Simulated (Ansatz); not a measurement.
Take WS2 (space group P6_3/mmc, No. 194; layered, stacked along the Cartesian z axis) as the base.

```
WS2
1.0
    3.11474     0.00000     0.00000
   -1.55737     2.69745     0.00000
    0.00000     0.00000    11.77237
W S
2 4
Direct
  0.66667   0.33333   0.25000
  0.33333   0.66667   0.75000
  0.66667   0.33333   0.88355
  0.33333   0.66667   0.38355
  0.33333   0.66667   0.11645
  0.66667   0.33333   0.61645
```

Cartesian axes are those of the cell as printed.

Calculations: PBEsol-D3(BJ) (Ansatz, a first-principles code; PAW; 420 eV plane waves; no spin-orbit coupling).

The change: the cell is scaled by 0.9820 in all directions, atoms relaxed at fixed cell.

Question: Predict the stress tensor and what it implies for the stiffness.

Answer: Stress of the strained cell less that of the base (GPa, compression positive):
```
   7.02    0.00    0.00
   0.00    7.02    0.00
   0.00    0.00    3.13
```

Then B = −ΔP/(ΔV/V₀) with ΔV/V₀ = -0.0530 gives secant stiffness values (nonlinear terms included at this strain): B (at held cell shape, above the free-shape value) ≈ 108 GPa.

As a check, the harmonic strain energy −½ V₀ Δσ:ε is 16 meV/atom; the computed energy rise is 15 meV/atom.

No phonon test of stability was made.
